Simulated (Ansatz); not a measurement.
**What tensor shear ε_xz = +0.68 % does to hypothetical P4_2/mnm ZnS**

The parent structure is ZnS (space group P4_2/mnm, No. 136; a = 6.630 Å, c = 3.861 Å; a hypothetical phase, not in the database extracts checked). Axes: x, y, z lie along a, b, c of the conventional cell.

Modification: a pure shear with ε_xz = ε_zx = 0.0068; the atoms relax in the strained cell.

Calculations: Kohn–Sham DFT with the PBE functional, run in Ansatz (a first-principles code) with PAW and 420 eV plane waves, scalar-relativistic without spin-orbit coupling. Γ-centred 5×5×9 mesh, Fermi–Dirac width 0.05 eV.

```tsv
quantity	base	changed	shift
volume per atom	21.22 Å³	21.21 Å³	-0.001 Å³
space group	P4_2/mnm (No. 136)	P2_1/c (No. 14)	–
energy relative to the base (free energy F)	0 meV/atom	+0.3 meV/atom	+0.3 meV/atom
pressure (mean of the normal stresses, compression positive)	0.01 GPa	0.00 GPa	-0.001 GPa
band gap	2.17 eV	2.15 eV	-0.02 eV
gap character	direct at Γ	direct at Γ	–
electron mass	0.17 mₑ along c, 0.19 mₑ across (at Γ)	0.17 mₑ along z, 0.19 mₑ across (at Γ)	–
valence-band top at Γ (three highest levels, from the VBM)	0.00, 0.00, -0.01 eV	0.00, -0.02, -0.05 eV	–
largest internal atomic displacement	–	0.013 Å	–
stress (xx, yy, zz, yz, xz, xy; compression positive)	–	(0.01, 0.00, 0.00, 0.00, -0.35, 0.00) GPa	–
```

Cost of the whole job for the changed cell (relaxation, final SCF and bands): very roughly 2.7 core-minutes.

Masses are band curvatures over ±0.01 Å⁻¹ around the edge. Whether these cells are dynamically stable was not tested. Labels are those of the standard path for the cell's own space group.
